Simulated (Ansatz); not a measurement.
Relaxation of the outer planes of the (11-20) surface of hcp Tl in its 1x1 cell, outermost plane spacing 1.79 Å in the ideal cut.

All values below come from PBE (plane waves to 420 eV, PAW; Ansatz, a quantum-chemistry and plane-wave program).

Set-up: 14 atoms, 10.7 Å thick at the start; mesh 7x6x1; 0.1 eV smearing; dipole correction on; all atoms relaxed; symmetry of the start imposed; no spin, no spin-orbit, no U.

| plane | atoms | bulk spacing to the next (Å) | relaxed spacing (Å) | change (%) | rumpling (Å) |
|---|---|---|---|---|---|
| 1 | 2 Tl | 1.789 | [?] | [?] | 0.00 |
| 2 | 2 Tl | 1.789 | 1.873 | 4.7 | 0.00 |

### Question
Complete the blanks.

### Answer

- 1, relaxed spacing (Å): 1.607
- 1, change (%): -10.2
